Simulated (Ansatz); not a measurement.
Structures of equal composition on the (000-1) surface of wurtzite ZnO (O plane on top): 2x2 Zn adatom at T1; 2x2 Zn adatom at T4. The slabs share one bottom face, and each structure is named by its start. These are constructed structures in small cells; real faces may alloy, dewet or reconstruct in larger ones, and not all known structures of the face are among them. Slabs of about 14 Å with all that they carry, Fermi-Dirac smearing of 0.025 eV. Bottom of the slabs: H caps. Relaxed from the named starts with such symmetry as they have, on meshes of like density; energies extrapolated to zero smearing; no spin-orbit coupling, no U. Spin-polarised runs, if any, are marked in brackets, and their order is one that fits the cell; the others ran without spin. Where a second, spin-polarised start was run, the lower counts.

The numbers are results of PBE (plane waves to 420 eV, PAW; Ansatz, an electronic-structure program), not measurements.

### Question
Put the candidates in order of energy per 1x1 cell, lowest first, for PBE.

### Answer
2x2 Zn adatom at T4 (0.000 eV (3 O–Zn bonds formed), a narrow gap of 0.11 eV by band count), 2x2 Zn adatom at T1 (0.328 eV [spin, 1.2 μB a cell], no gap over 0.04 eV on the mesh)
